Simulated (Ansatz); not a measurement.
## Input and output of a self-consistent single point for TiAl (Pm-3m, 2 atoms in the cell) (Ansatz)

Level of theory: LDA (PW92), default PAW files made with PBE (plane waves; Ansatz, a program for electronic structure).

Input:

Ansatz 0.2 input:
```yaml
crystal:
  lattice:
    - [3.163165, 0.000000, 0.000000]
    - [0.000000, 3.163165, 0.000000]
    - [0.000000, 0.000000, 3.163165]
  atoms:
    - { symbol: Ti, position: [0.000000, 0.000000, 0.000000] }
    - { symbol: Al, position: [0.500000, 0.500000, 0.500000] }
basis:
  ecutwfc: 420.0
kpoints:
  mp_grid: { grid: [10, 10, 10] }
hamiltonian:
  xc: lda
  pseudopotentials: { kind: paw }
scf:
  occupations: { method: gaussian, width: 0.1 }
output:
  forces: true
  eigenvalues: true
  stress: true
```

Output (repeated stretches shortened):

```
WARN ansatz: RAYON_NUM_THREADS=1 ignored (pool sized by the plan → 1); use --threads N
Pseudopotentials: kind: paw
Pseudopotential: Ti, paw, valence charge 12
Pseudopotential: Al, paw, valence charge 3
Crystal: 2 atoms, lattice volume = 31.649 Å³
Basis set: ecut = 420 eV, 619 PW (Γ)
Bands: 12, of which v1, the nominal top of the filled ones, is band 8 counted from 1 (7 counted from 0)
Symmetry: 48 space group operations
Space group: Pm-3m (ITA 221), of the structure as read, at distance tolerance 3.2e-5 Å
k-points: 56 of 1000
PAW frozen core: Ti, regenerated for the run's functional, and the local potential with it
PAW frozen core: Al, regenerated for the run's functional, and the local potential with it
Initial density: superposition of atomic densities (neutral atoms: chi_scale 0, normalization atom), corrected by the library's trained network
Initial wavefunctions: pseudopotential atomic-orbital guess
Eigensolver: davidson
Functional: x = slater, c = lda
SCF iter   1: F=—  HF=-2963.735807 eV  |F-HF|=—  |Δ(HF+E_count)|=         —  Δρ=8.09e-3  dr2=3.25e-2  ethr=1.77e-3  ⟨swp⟩=5.0  Hψ=3437  notcnv=0
all-band conjugate gradients solve this SCF's bands
preconditioner: auto → none
SCF iter   2: F=—  HF=-2963.732277 eV  |F-HF|=—  |Δ(HF+E_count)|=   3.53e-3  Δρ=5.63e-3  dr2=1.72e-2  ethr=2.17e-4  ⟨swp⟩=1.0  Hψ=1120  notcnv=0
SCF iter   3: F=—  HF=-2963.728342 eV  |F-HF|=—  |Δ(HF+E_count)|=   3.93e-3  Δρ=5.24e-4  dr2=2.59e-5  ethr=1.14e-4  ⟨swp⟩=2.0  Hψ=804  notcnv=0
SCF iter   4: F=—  HF=-2963.728359 eV  |F-HF|=—  |Δ(HF+E_count)|=   1.65e-5  Δρ=4.05e-5  dr2=4.83e-7  ethr=1.73e-7  ⟨swp⟩=2.3  Hψ=895  notcnv=0
iter 5 did not close the SCF: its close was put off for the readings that it lacked (scf_convergence_deferred on its scf_iter line)
SCF iter   5: F=-2963.728358 eV  HF=-2963.728358 eV  |F-HF|=1.98e-8  |Δ(HF+E_count)|=   7.13e-8  Δρ=7.20e-6  dr2=1.90e-8  ethr=3.22e-9  ⟨swp⟩=2.0  Hψ=864  notcnv=0
SCF iter   6: F=-2963.728358 eV  HF=-2963.728358 eV  |F-HF|=2.22e-10  |Δ(HF+E_count)|=   4.91e-9  Δρ=9.18e-7  dr2=2.98e-10  ethr=1.27e-10  ⟨swp⟩=2.0  Hψ=2192  notcnv=0
SCF 1 converged in 6 iterations: F = -2963.728358 eV  dr2 = 2.98e-10
SCF converged after 6 iterations
Free energy (F): -2963.728358 eV
Harris-Foulkes:  -2963.728358 eV  (|F-HF|=2.22e-10)
Internal energy: -2963.714028 eV  (E = F + TS)
E sigma→0 (E₀):  -2963.721193 eV
Entropy (-TS):   -0.014331 eV (-7.165 meV/atom)
Fermi energy:    11.365303 eV
--- Per-component energies (eV) ---
  E_band       = -160.590042
  E_kinetic    = 296.996529
  E_local      = -1018.612882  (includes V_loc(G=0)·N_el)
  E_nonlocal   = 23.960451
  E_hartree    = 432.657732
  E_xc         = -136.613263
  E_vxc        = -151.721595  (∫ρ·V_xc dr)
  E_paw        = -1442.971680  (= ΣΔE_a)
  E_vpaw       = -176.527943  (= ΣTr[D̂ρ^β])
  E_aug_tail   = 0.000097  (compensation charges beyond the density's cutoff)
  E_ewald      = -1119.512680
  E_core_change = 0.381667  (= ΣΔE_core)
  E_smearing   = -0.014331  (= −TS)
  E_closure    = 0.000000  (closes the sum)
  Σ components = -2963.728358   (vs F -2963.728358, Δ=0.00e0)
--- Forces (eV/Å), atoms counted from 1 ---
  atom   1  Ti    -0.00000000     0.00000000     0.00000000
  atom   2  Al     0.00000000    -0.00000000     0.00000000
  max |Σ_I F_I| component: 1.28e-30 eV/Å
--- Stress (GPa, compression-positive) ---
       -4.315070       0.000000       0.000000
        0.000000      -4.315070       0.000000
        0.000000      -0.000000      -4.315070
  P = ⅓ Tr σ = -4.3151 GPa (-43.151 kbar)
  The stress holds the Pulay correction. Without it, at fixed plane waves, as pw.x and ABINIT print it: P = -4.3696 GPa
--- Band table (eV; the first three rows and the last of 56) ---
  k-point 0: bands = ["-44.8947", "-21.4065", "-21.4065", "-21.4065", "2.0958", "9.9160", "9.9160", "13.1543", "13.1543", "13.1543", "15.8524", "15.8524"]
  k-point 1: bands = ["-44.8931", "-21.4246", "-21.4049", "-21.4049", "2.2573", "9.8342", "9.9878", "12.8915", "12.8915", "13.1739", "15.2405", "16.2319"]
  k-point 2: bands = ["-44.8889", "-21.4717", "-21.4008", "-21.4008", "2.7325", "9.4242", "10.1868", "12.3775", "12.3775", "13.2257", "14.3875", "17.1055"]
  k-point 55: bands = ["-44.8460", "-21.5434", "-21.5434", "-21.5434", "8.2445", "8.2445", "8.2445", "12.0082", "14.2329", "14.2329", "14.3885", "14.3885"]
```

The run converged in 6 iterations.

The starting cell comes from a database of computed structures (which also holds hypothetical and non-ambient phases and stackings), without a prior relaxation at this level. Its lattice was rescaled by up to half a per cent. Spin polarisation is off. With a pressure of about -4 GPa the cell is away from its equilibrium volume at this level. Ansatz's pressure includes its estimate of the finite-basis (Pulay) stress.
